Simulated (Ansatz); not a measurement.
**How a calculation on Mo3Ir (Pm-3m, 4 atoms in the cell) responds to its settings**

```xyz
4
Lattice="3.8981 0.0000 0.0000 0.0000 3.8981 0.0000 0.0000 0.0000 3.8981" Properties=species:S:1:pos:R:3 pbc="T T T"
Mo     0.0000     1.9491     1.9491
Mo     1.9491     1.9491     0.0000
Mo     1.9491     0.0000     1.9491
Ir     0.0000     0.0000     0.0000
```

Base run A: PBE in Ansatz (a first-principles code), self-consistent single point.

Its settings: kpoints.mp_grid.grid = 11 11 11; hamiltonian.xc = pbe; hamiltonian.pseudopotentials = {kind: paw} (the program's default PAW files); scf.occupations.method = methfessel_paxton; scf.occupations.width = 0.0037 Ry.

The starting cell was generated: these elements placed on a structure prototype, without a prior relaxation; it need not be a known phase or ordering of this composition. Spin polarisation is off. In the base run, with a pressure of about 13 GPa the cell is away from its equilibrium volume at this level. Ansatz's pressure includes its estimate of the finite-basis (Pulay) stress.

Runs:
- B: hamiltonian.xc: pbe → lda [LDA (PW92)]
- C: hamiltonian.xc: pbe → pbesol [PBEsol]
- D: hamiltonian.xc: pbe → rpbe [RPBE]
- E: hamiltonian.xc: pbe → revpbe [revPBE]
- F: hamiltonian.xc: pbe → blyp [BLYP]
- G: hamiltonian.xc: pbe → r2scan [r2SCAN]

```csv
run,pressure (GPa)
A,12.82
B,___
C,3.67
D,16.58
E,15.51
F,24.75
G,___
```

### Question
What belongs in the gaps?

### Answer

- B, pressure (GPa): -1.58
- G, pressure (GPa): 8.97

Keys are those of Ansatz 0.2.
